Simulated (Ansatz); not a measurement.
**GeSe (Fm-3m, No. 225, 2 atoms in the cell; start mp-10759; a measured phase of this formula has another space group)**

Calculation: LDA in Ansatz (PAW).

Settings: plane-wave cutoff 500 eV, 12×12×12 k mesh, Fermi–Dirac smearing 0.05 eV, scalar-relativistic PAW data made under PBE.

Cell (relaxed at this level):

```cif
data_Ge4Se4
_chemical_formula_sum 'Ge4 Se4'
_space_group_name_H-M_alt 'Fm-3m'
_space_group_IT_number 225
_space_group_name_Hall '-F 4 2 3'
_cell_length_a 5.51664
_cell_length_b 5.51664
_cell_length_c 5.51664
_cell_angle_alpha 90.000
_cell_angle_beta 90.000
_cell_angle_gamma 90.000
loop_
_atom_site_label
_atom_site_type_symbol
_atom_site_symmetry_multiplicity
_atom_site_Wyckoff_symbol
_atom_site_fract_x
_atom_site_fract_y
_atom_site_fract_z
_atom_site_occupancy
Ge1 Ge 4 a 0.00000 0.00000 0.00000 1
Se1 Se 4 b 0.50000 0.50000 0.50000 1
```
(The calculation used a cell of 2 atoms; values per cell refer to that cell.)

| Quantity | Result |
|---|---|
| band gap | 0.34 eV (on the SCF k mesh) |

Note: the relaxation could not lower the start's symmetry, so the cell can be a saddle point above a distorted one.

Spin–orbit coupling is not included.

Static lattice: no zero-point or thermal effects.

Computing time: about 28 core-seconds (a rough figure).

A start named mp-… is a Materials Project structure, which need not be a measured phase.

Ansatz is an electronic-structure program.
